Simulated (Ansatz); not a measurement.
Take SiC in the wurtzite structure (space group P6_3mc, No. 186; a = 3.076 Å, c = 5.048 Å) as the base.

Now apply this change: a hydrostatic pressure of 0.3 GPa.

Levels (all Ansatz, a quantum-chemistry and plane-wave program, PAW): PBEsol (420 eV, without spin-orbit coupling); r2SCAN (500 eV, no spin-orbit coupling); HSE06 (420 eV, no spin-orbit coupling).

One geometry, relaxed with PBEsol, under each level:

```tsv
level	band gap	lowest conduction level above the VBM at special points	electron mass	pressure
PBEsol	2.12 eV	K 2.12 eV; M 2.66 eV; L 3.18 eV; Γ 4.74 eV	0.26 mₑ along c, 0.43 mₑ across (at K)	0.30 GPa
r2SCAN	2.65 eV	K 2.65 eV; M 3.22 eV; L 3.72 eV; Γ 5.37 eV	0.26 mₑ along c, 0.43 mₑ across (at K)	0.23 GPa
HSE06	3.16 eV	K 3.16 eV; M 3.74 eV; L 4.28 eV; Γ 5.97 eV	–	–
```

Single points use the geometry relaxed with PBEsol. Their cutoffs differ, which shifts pressures a little. The hybrid gap comes from the SCF mesh plus the semilocal run's edge points and a few special points and is an upper bound. Load acts through the strain it causes; cell and atoms are relaxed under it. Effective masses come from finite differences of ±0.01 Å⁻¹. Whether these cells are dynamically stable was not tested.
